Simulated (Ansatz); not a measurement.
Terminations of the (111)B surface of zinc-blende AlAs (As plane on top), measured from the surface '2x2 with 3 H on 4 top atoms'. Atoms come from or go to: Al: fcc Al, As: rhombohedral As, H: ½ H2(g), N: ½ N2(g), O: ½ O2(g). ΔE is the energy of forming the row's surface from that one (negative: more stable at these reservoirs); the vacuum level's shift is aligned on the shared bottom. No zero-point or thermal terms. These are constructed structures in small cells; real faces may alloy, dewet or reconstruct in larger ones, and not all known structures of the face are among them. Slabs of about 14 Å, Fermi-Dirac smearing of 0.025 eV. Bottom of the slabs: H caps. Relaxed from the named starts with such symmetry as they have, on meshes of like density; energies extrapolated to zero smearing; spin only where a row says so; no spin-orbit coupling, no U. Brackets mark spin-polarised runs, whose order is one that fits the cell. Where a second, spin-polarised start was run, the lower counts. A dash marks a value that is undefined for that row (no clear gap, or no work function of a gapped slab) or was not read reliably on its mesh.

All values below come from PBE (plane waves to 420 eV, PAW; Ansatz, an electronic-structure program).

| surface | atoms added per 1x1 | ΔE per 1x1 (eV) | slab gap (eV) | shift of the vacuum level (eV) | work function (eV) |
|---|---|---|---|---|---|
| NH2 on every top atom [spin start, no net moment] | +1.25 H, +1 N | 0.00 | – | -0.87 | 2.59 |
| 2x2 As vacancy [spin start, no net moment] | -0.25 As, -0.75 H | 0.65 | 0.48 | 1.01 | – |
| 2x2 with 3 OH on 4 top atoms (like top atoms buckled by 0.3 Å) | +0.75 O | -1.37 | 1.07 | 0.72 | – |
| 2x2 with 3 H on 4 top atoms | none | 0.00 | 1.36 | 0.00 | – |
| Al trimer, 2x2 (1 Al–Al, 2 Al–As bonds formed; 2 Al–Al bonds broke; like top atoms buckled by 0.4 Å) | +0.75 Al, -0.75 H | 0.77 | 0.39 | -0.04 | – |
| 2x2 Al adatom at T1 | +0.25 Al, -0.75 H | 0.86 | – | 0.25 | 4.98 |
| 2x2 O adatom at T4 (2 As–O bonds formed) [spin, 0.3 μB a cell] | -0.75 H, +0.25 O | 0.37 | – | 0.96 | – |
| 2x2 with 1 H on 4 top atoms [spin, 2.0 μB a cell] | -0.5 H | [?] | – | 0.50 | 5.18 |

Question: What belongs in the gaps?

Answer: 
- 2x2 with 1 H on 4 top atoms [spin, 2.0 μB a cell], ΔE per 1x1 (eV): 0.50
